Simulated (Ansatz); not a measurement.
Fluorite HfO₂ (high-temperature phase) was calculated with r²SCAN-D4 in Ansatz (plane waves, PAW).

Numerical settings: plane-wave cutoff 500 eV, 14×14×14 k mesh, gaussian smearing 0.02 eV, scalar-relativistic PAW data made under PBE.

Cell (relaxed at this level):

```
HfO2
1.0
    0.00000     2.52524     2.52524
    2.52524     0.00000     2.52524
    2.52524     2.52524     0.00000
Hf O
1 2
Cartesian
  0.00000   0.00000   0.00000
  3.78786   3.78786   3.78786
  1.26262   1.26262   1.26262
```

Give the computed band gap.


band gap: 4.32 eV (on the SCF k mesh)

Note: symmetry holds this phase in the static calculation, where it need not be a minimum; held by symmetry at 0 K, a high-temperature phase can be a saddle point.

Spin–orbit coupling is not included.

Ansatz is a quantum-chemistry and plane-wave program.
